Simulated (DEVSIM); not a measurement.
Device: Cr/SiO2/n-Si capacitor, at 250 K.

| layer (left to right) | material | thickness (nm) | Nd (cm⁻³) |
|---|---|---|---|
| 1 | SiO2 | 1.90 | - |
| 2 | Si | 420 | 3.8e17 |

Metal gate on the left, work function 4.5 eV. Fixed charge at the semiconductor interface 2.7e10 cm⁻² (in units of +e); no interface traps.

This is a model device: material constants are rounded textbook-type values typed into the input, and sizes, dopings and lifetimes were drawn at random. Values at 300 K; Nc and Nv go as T^1.5, mobilities as T to minus their exponent, the gap by Varshni's rule with the affinity fixed.

| parameter | SiO2 | Si |
|---|---|---|
| gap (eV) | 9 | 1.124 |
| affinity (eV) | 0.9 | 4.05 |
| permittivity | 3.9 | 11.7 |
| Nc (cm⁻³) | - | 2.86e19 |
| Nv (cm⁻³) | - | 3.1e19 |
| Varshni α (eV/K) | - | 0.000473 |
| Varshni β (K) | - | 636 |

Simulated with DEVSIM: 1D Poisson equation in equilibrium, Boltzmann statistics, complete ionisation; no quantum confinement or tunnelling. Metal contacts follow the ideal Schottky-Mott rule: no Fermi-level pinning, no interface dipoles.

Tabulate band edges, carrier densities and field at -0.4 V on the gate.

Energies count from the Fermi level of the right contact; mesh points crowd at the junctions.

```csv
x (μm),Ec (eV),Ev (eV),n (cm⁻³),p (cm⁻³),field (V/cm)
0.000,4.000,-5.000,< 1e2,< 1e2,-800000
0.0005982,3.952,-5.048,< 1e2,< 1e2,-800000
0.001111,3.911,-5.089,< 1e2,< 1e2,-800000
0.001642,3.868,-5.132,< 1e2,< 1e2,-800000
0.002668,0.678,-0.458,460000,1.4e10,-260000
0.003941,0.646,-0.490,2100000,3.1e9,-250000
0.006234,0.590,-0.546,2.8e7,2.3e8,-240000
0.01190,0.464,-0.672,9.5e9,680000,-200000
0.01988,0.320,-0.816,7.7e12,830,-160000
0.03357,0.159,-0.977,1.3e16,< 1e2,-78000
0.05705,0.090,-1.046,3.4e17,< 1e2,-4100
0.1150,0.087,-1.049,3.8e17,< 1e2,≈ 0
0.1968,0.087,-1.049,3.8e17,< 1e2,≈ 0
0.2868,0.087,-1.049,3.8e17,< 1e2,≈ 0
0.3559,0.087,-1.049,3.8e17,< 1e2,≈ 0
0.3826,0.087,-1.049,3.8e17,< 1e2,≈ 0
0.3995,0.087,-1.049,3.8e17,< 1e2,≈ 0
0.4093,0.087,-1.049,3.8e17,< 1e2,≈ 0
0.4163,0.087,-1.049,3.8e17,< 1e2,≈ 0
0.4191,0.087,-1.049,3.8e17,< 1e2,≈ 0
0.4208,0.087,-1.049,3.8e17,< 1e2,≈ 0
0.4219,0.087,-1.049,3.8e17,< 1e2,≈ 0
```
